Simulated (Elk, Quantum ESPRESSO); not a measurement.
An Elk input for a self-consistent single point of MgAl₂C₂ (P-3m1, 5 atoms in the cell) (DFT, PBEsol, all-electron FP-LAPW, Elk's shipped species files, LAPW+lo basis):

```
tasks
  0

xctype
  22

rgkmax
  8.0

gmaxvr
  14.0

nxoapwlo
  1

rmtscf
  0.88

stype
  0

swidth
  0.0001

maxscl
  100

avec
    6.3247452078   -0.0000004850    0.0000000000
   -3.1623721839    5.4773902650    0.0000000000
    0.0000000000    0.0000000000   10.8632682617

atoms
  3
  'Mg.in'
  1
  0.0000000000  0.0000000000  0.0000000000    0.0 0.0 0.0
  'Al.in'
  2
  0.6666666667  0.3333333333  0.3500100000    0.0 0.0 0.0
  0.3333333333  0.6666666667  0.6499900000    0.0 0.0 0.0
  'C.in'
  2
  0.3333333333  0.6666666667  0.2700800000    0.0 0.0 0.0
  0.6666666667  0.3333333333  0.7299200000    0.0 0.0 0.0

ngridk
  8 8 4
```

### Question
Write the same calculation as an input for Quantum ESPRESSO.

### Answer
One input that does it (others would too):

```fortran
&control
  calculation = 'scf'
  prefix = 'mg(alc)2'
  outdir = './out'
  pseudo_dir = './'
  verbosity = 'high'
  tprnfor = .true.
  tstress = .true.
/
&system
  ibrav = 4
  A = 3.3469110287
  C = 5.7485940000
  nat = 5
  ntyp = 3
  ecutwfc = 40
  ecutrho = 200
  occupations = 'fixed'
  nbnd = 16
/
&electrons
  conv_thr = 1e-8
  mixing_beta = 0.3
/
ATOMIC_SPECIES
Mg    24.3050  mg_pbesol_v1.4.uspp.F.UPF
Al    26.9815  al_pbesol_v1.uspp.F.UPF
C     12.0110  c_pbesol_v1.2.uspp.F.UPF
ATOMIC_POSITIONS crystal
Mg    0.0000000000    0.0000000000    0.0000000000
Al    0.6666666667    0.3333333333    0.3500100000
Al    0.3333333333    0.6666666667    0.6499900000
C     0.3333333333    0.6666666667    0.2700800000
C     0.6666666667    0.3333333333    0.7299200000
K_POINTS automatic
8 8 4  0 0 0
```

Basis, cutoffs, solver keys and any potentials are the target program's own. This input uses DFT, PBEsol, plane waves, GBRV 1.5 ultrasoft (PBESOL) pseudopotentials.

The starting cell comes from a database of computed structures (which also holds hypothetical and non-ambient phases and stackings), without a prior relaxation at this level. Its lattice was rescaled by a random factor within 2.5 % of one.
